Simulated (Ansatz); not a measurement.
A computed series for SiC: point defects

The reference is a 16-atom supercell of SiC (space group P6_3mc, No. 186; a = 3.0776 Å, c = 10.0763 Å) at its relaxed geometry.

One neutral defect a cell, atoms relaxed at fixed cell.

All numbers come from plane-wave PAW DFT at the r2SCAN level (Ansatz, a quantum-chemistry and plane-wave program, 500 eV), without spin-orbit coupling.

```tsv
variant	largest displacement of a host atom from its site in the perfect cell	pressure
perfect supercell	–	0.0 GPa
C interstitial (started 1.97 Å from the nearest host atom), symmetric start	0.57 Å	12.5 GPa
Re on a Si site	[?]	8.5 GPa
Pb on a C site, symmetric start	0.59 Å	32.5 GPa
C on a Si site (antisite)	[?]	-11.6 GPa
H interstitial (started 1.97 Å from the nearest host atom), symmetric start	0.05 Å	2.7 GPa
```

Question: Complete the table.

Answer: 
- Re on a Si site, largest displacement of a host atom from its site in the perfect cell: 0.15 Å
- C on a Si site (antisite), largest displacement of a host atom from its site in the perfect cell: 0.20 Å

Other magnetic orders, which the real material may have, were not ruled out. The cell is small, so the values are those of an ordered compound at a high defect concentration; dilute-limit values will differ. The mesh was chosen for an insulator and is coarse for the gapless case. Defects with a symmetric start kept the site's symmetry and may sit on a saddle; the others started slightly shaken. Starting moments died away, wholly or in part, for C interstitial (started 1.97 Å from the nearest host atom), Pb on a C site and C on a Si site (antisite); another magnetic solution may exist.
